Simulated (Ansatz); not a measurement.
## Quick settings and what they miss: Sn₄TeSe₃ (Pm, 8 atoms in the cell)

Self-consistent single point.

```
Sn4TeSe3
1.0
    4.79486     0.00000     0.00000
    0.00000     4.33150     0.00000
   -0.10187     0.00000    12.17275
Sn Te Se
4 1 3
Direct
  0.58735   0.50000   0.37935
  0.88556   0.50000   0.87723
  0.38338   0.00000   0.62336
  0.12242   0.00000   0.11274
  0.01949   0.00000   0.35689
  0.50536   0.50000   0.14831
  0.99751   0.50000   0.65063
  0.49892   0.00000   0.85148
```

Method: LDA (PW92), default PAW files made with PBE (plane waves; Ansatz, a program for electronic structure).

Base settings: basis.ecutwfc = 420 eV; kpoints.mp_grid.grid = 5 5 2; kpoints.mp_grid.shift = 0.5 0.5 0.5; hamiltonian.xc = lda; hamiltonian.pseudopotentials = {kind: paw} (the program's default PAW files); scf.occupations.method = fixed.

Tight run (finer mesh or higher cutoff; not a proven limit): basis.ecutwfc: 420 eV → 590 eV; kpoints.mp_grid.grid: 5 5 2 → 7 7 3; scf.convergence.dr2_threshold: default (1e-07 eV) → 1e-09 eV. It gave top of the valence band (on the code's own zero) 6.82 eV; gap on the k-point mesh 0.93 eV; pressure -5.34 GPa; largest force (vector length) 0.505 eV/Å.

Quick runs, as changes from the base:
- A: the base itself
- B: basis.ecutwfc: 420 eV → 210 eV; kpoints.mp_grid.grid: 5 5 2 → 2 2 2
- C: basis.ecutwfc: 420 eV → 210 eV; kpoints.mp_grid.grid: 5 5 2 → 4 4 4; scf.occupations.method: fixed → methfessel_paxton; scf.occupations.width: default → 0.272 eV
- D: basis.ecutwfc: 420 eV → 250 eV; kpoints.mp_grid.grid: 5 5 2 → 3 3 3; hamiltonian.xc: lda → pbesol [PBEsol]
- E: basis.ecutwfc: 420 eV → 335 eV; kpoints.mp_grid.grid: 5 5 2 → 2 2 2
- F: kpoints.mp_grid.grid: 5 5 2 → 2 2 2; hamiltonian.xc: lda → b3lyp [B3LYP]
- G: kpoints.mp_grid.grid: 5 5 2 → 2 2 2; hamiltonian.xc: lda → hse06 [HSE06]

Dashes: time of A, B, C, D, E, under 30 s; energy of D, F, G, another energy zero; count of F, G, another kind of functional, whose work the count does not hold.

Gaps are read on each run's own mesh, which may miss the band edges.

† marks runs with another functional, U, potentials or spin treatment: their distance from the tight run is not a convergence error alone.

The count of work is k-points × plane waves × bands × iterations; it is no time. Core times come from one kind of shared machine and are given to one figure; runs under 30 s give none.

Pressures in the table are Ansatz's without its Pulay estimate, at a fixed set of plane waves; the tight run's value above holds the estimate.

The starting cell comes from a database of computed structures (which also holds hypothetical and non-ambient phases and stackings), without a prior relaxation at this level. Its lattice was rescaled by a random factor within 2.5 % of one. Spin-orbit coupling is off. In the base run, with a pressure of about -5 GPa the cell is away from its equilibrium volume at this level. The shifted mesh does not hold Γ, so a gap read on it misses any band edge there.

| run | energy less tight (meV/atom) | pressure less tight (GPa) | largest miss in a force vector (eV/Å) | gap on the mesh less tight (eV) | count of work / tight | core time / tight (rough) |
|---|---|---|---|---|---|---|
| A | 0.0 | -0.03 | 0.018 | 0.238 | 0.16 | – |
| B | 2941.1 | -87.92 | 0.378 | 0.744 | 0.0087 | – |
| C | 2937.3 | -87.83 | 0.132 | 0.334 | 0.069 | – |
| D† | – | -18.95 | 0.250 | 0.297 | 0.056 | – |
| E | 12.4 | -0.34 | 0.473 | 0.711 | 0.018 | – |
| F† | – | 4.66 | 0.495 | 1.839 | – | 1 |
| G† | – | 1.76 | 0.516 | 1.371 | – | 1 |

Among the runs at the tight run's level, the energy misses run from 0.0 to 2941.1 meV/atom.

Left out of this page: 1 run of the series outside the window shown, repeating another row's setting, or not comparable.

Keys are those of Ansatz 0.2.
